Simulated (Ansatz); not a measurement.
The reference is TiB$_{2}$ (space group P6/mmm, No. 191).

```yaml
crystal:
  lattice:
    - [3.01738, 0.00000, 0.00000]
    - [-1.50869, 2.61313, 0.00000]
    - [0.00000, 0.00000, 3.18507]
  atoms:
    - { symbol: Ti, position: [0.00000, 0.00000, 0.00000] }
    - { symbol: B, position: [0.66667, 0.33333, 0.50000] }
    - { symbol: B, position: [0.33333, 0.66667, 0.50000] }
```

Cartesian axes are those of the cell as printed.

Method: Ansatz (a first-principles code) PBEsol, scalar-relativistic without spin-orbit coupling.

Strains are applied to the cell and any free atomic positions relax.

One change was made to it. Results:

The energy grows by 1.8 meV/atom; the pressure (mean of the normal stresses, compression positive) goes from zero to 3.0 GPa; the band gap stays zero.

### Question
What was done to the base?
(A) uniaxial strain ε_xx = +1.00 %
(B) uniaxial strain ε_xx = −0.50 %
(C) uniaxial strain ε_xx = −1.00 %
(D) uniaxial strain ε_xx = +1.50 %

### Answer
C, uniaxial strain ε_xx = −1.00 %. For comparison, the pressure in the other runs: uniaxial strain ε_xx = +1.00 % gives -2.8 GPa; uniaxial strain ε_xx = −0.50 % gives 1.5 GPa; uniaxial strain ε_xx = +1.50 % gives -4.1 GPa.

A case with no gap was solved on a k-mesh chosen for an insulator, which is coarse for it. Without a gap, meshes like the base's 13×13×10 leave anisotropic stresses uncertain by several tenths of a GPa, and small strain energies with them. No phonon test of stability was made. All final runs are without spin polarisation.
